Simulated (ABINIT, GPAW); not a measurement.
A GPAW input for a self-consistent single point of ZrGeSe (P4/nmm, 6 atoms in the cell) (DFT LDA (Perdew-Wang 92), plane waves, GPAW PAW datasets LDA (gpaw-data 1.0.1)):

```python
from ase import Atoms
from ase.units import GPa
from gpaw import GPAW, PW

atoms = Atoms(['Zr', 'Zr', 'Ge', 'Ge', 'Se', 'Se'],
              cell=[[3.558213, 0.000000, 0.000000],
                    [0.000000, 3.558213, 0.000000],
                    [0.000000, 0.000000, 8.006093]],
              scaled_positions=[[0.000000, 0.500000, 0.739010],
                                [0.500000, 0.000000, 0.260990],
                                [0.000000, 0.000000, 0.000000],
                                [0.500000, 0.500000, 0.000000],
                                [0.500000, 0.000000, 0.622450],
                                [0.000000, 0.500000, 0.377550]],
              pbc=True)

calc = GPAW(mode=PW(550),
            xc='LDA',
            kpts={'size': (6, 6, 3), 'gamma': True},
            occupations={'name': 'methfessel-paxton', 'width': 0.1, 'order': 0},
            nbands=-12,
            convergence={'density': 1e-05},
            symmetry={'symmorphic': False, 'tolerance': 0.0005},
            maxiter=100,
            txt='-')

atoms.calc = calc

energy = atoms.get_potential_energy()
print('Energy (eV):', round(energy, 6))
forces = atoms.get_forces()
print('Forces (eV/Ang):')
print(forces.round(5))
stress = atoms.get_stress()
print('Stress (GPa, Voigt):', (stress / GPa).round(4))
```

Task: Give the ABINIT input for the same structure, mesh, smearing and functional.

Result: One input that does it (others would too):

```
# ZrGeSe, JTH v2.0 LDA PAW
pp_dirpath "./"
pseudos "Zr.LDA_PW-JTH.xml, Ge.LDA_PW-JTH.xml, Se.LDA_PW-JTH.xml"
acell 3*1.0 Angstrom
rprim
         3.5582130000    0.0000000000    0.0000000000
         0.0000000000    3.5582130000    0.0000000000
         0.0000000000    0.0000000000    8.0060930000
natom 6
ntypat 3
znucl 40 32 34
typat 1 1 2 2 3 3
xred
         0.0000000000    0.5000000000    0.7390100000
         0.5000000000    0.0000000000    0.2609900000
         0.0000000000    0.0000000000    0.0000000000
         0.5000000000    0.5000000000    0.0000000000
         0.5000000000    0.0000000000    0.6224500000
         0.0000000000    0.5000000000    0.3775500000
ecut 571 eV
pawecutdg 1143 eV
pawxcdev 0
occopt 7
tsmear 0.1 eV
nband 41
kptopt 1
ngkpt 6 6 3
nshiftk 1
shiftk 0 0 0
nstep 80
toldfe 1.0e-09
prtwf 0
prtden 0
enunit 1
```

Basis settings and potentials, where a program has them, do not carry over. This input uses DFT, LDA (PW92), plane waves, PAW (JTH v2.0 LDA PAW). LDA parametrisations can differ slightly between programs.

The starting cell comes from a database of computed structures (which also holds hypothetical and non-ambient phases and stackings), without a prior relaxation at this level. Its lattice was rescaled by a random factor within 2.5 % of one. For this run, on top of that: lattice scaled by 0.98.
